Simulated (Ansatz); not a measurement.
Consider the following.

End structure of a constructed model of the (111) surface of fcc Pt, a pseudomorphic layer of Hf in the host's stacking (bottom of the slab: a bare face, its two planes held):

```yaml
crystal:
  lattice:
    - [2.80721, 0.00000, 0.00000]
    - [-1.40361, 2.43112, 0.00000]
    - [0.00000, 0.00000, 30.50000]
  atoms:
    - { symbol: Pt, position: [0.33333, 0.66667, 0.26632] }
    - { symbol: Pt, position: [0.66667, 0.33333, 0.34147] }
    - { symbol: Pt, position: [0.00000, 0.00000, 0.41615] }
    - { symbol: Pt, position: [0.33333, 0.66667, 0.49109] }
    - { symbol: Pt, position: [0.66667, 0.33333, 0.56707] }
    - { symbol: Pt, position: [0.00000, 0.00000, 0.64544] }
    - { symbol: Hf, position: [0.33333, 0.66667, 0.72171] }
```

Set-up: 7 atoms, 14.3 Å thick at the start; mesh 15x15x1; 0.1 eV smearing; dipole correction on; 2 atoms held, the rest relaxed; start symmetry kept, larger cells not searched; no spin, no spin-orbit, no U. It is one candidate, not shown to be the stable structure of the face.

Estimate the work function of the top face that PBE in Ansatz (a quantum-chemistry and plane-wave program) returns for this input.

4.66 eV
